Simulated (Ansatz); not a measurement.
## What isotropic strain +2.08 % does to HfSnO3

Consider HfSnO$_{3}$ (space group R-3, No. 148; a = 5.392 Å, c = 20.644 Å (hexagonal axes); a cell from a computed database, its experimental status unchecked; layered, stacked along the Cartesian z axis).

It is then changed as follows: every lattice vector is stretched by 2.08 %, atoms relaxed at fixed cell.

All numbers come from PBEsol (Ansatz, an electronic-structure program; PAW; 420 eV plane waves; no spin-orbit coupling). Γ-centred 7×7×7 mesh, Fermi–Dirac width 0.05 eV.

The volume per atom grows by 1.10 Å³ (17.33 Å³ → 18.43 Å³) and the energy rises by 10 meV/atom. The pressure (mean of the normal stresses, compression positive) goes from zero to -2.78 GPa and the band gap increases by 0.185 eV to 2.50 eV. The gap character is still indirect, Γ → k = (0.143, -0.286, 0.286) in the run's primitive reciprocal basis and the smallest direct gap rises by 0.03 eV (3.24 eV → 3.27 eV). The mean gap deformation potential ΔEg/Δln V is +3.0 eV and the width of the top valence band decreases by 0.201 eV (1.36 eV → 1.15 eV). The hole mass changes from 0.69 mₑ along c, 0.51 mₑ across (at Γ) to 0.59 mₑ along c, 0.49 mₑ across (at Γ) and the valence-band top at Γ (three highest levels, from the VBM) changes from 0.00, -2.07, -2.07 eV to 0.00, -1.91, -1.91 eV. The largest internal atomic displacement amounts to 0.112 Å.

With Hf present, leaving out spin-orbit coupling can change the band edges. Masses are band curvatures over ±0.01 Å⁻¹ around the edge. Whether these cells are dynamically stable was not tested. No dispersion term is included in the PBEsol runs.
